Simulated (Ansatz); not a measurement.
The starting structures come from a database of crystals and need not be the phases stable at ambient conditions.

By PBEsol, the system below comes out a metal.

The ballistic (Sharvin) conductance counts the channels at the Fermi level: G/A = (e²/h) × channels of both spins per area.

Data:

```
CELL_PARAMETERS angstrom
      3.30084     0.00000     0.00000
      0.00000     3.86250     0.00000
      1.65042     0.00000     2.85861
ATOMIC_POSITIONS crystal
  Y  0.00000 0.00000 0.00000
  B  0.33333 0.50000 0.33333
  B  0.66667 0.50000 0.66667
```

Space group of this cell: P6/mmm. The cell is taken as given; by PBEsol its mean pressure is -4.4 GPa.

The current flows along the normal of the first two printed cell vectors, the (100) plane of the conventional cell. No spin-orbit coupling; the value is a mean over 0.1 eV about the Fermi level.

Question: State the ballistic conductance per area according to PBEsol run with Ansatz (a quantum-chemistry and plane-wave program).

Answer: 0.69 × 10¹⁵ S/m² for both spins.
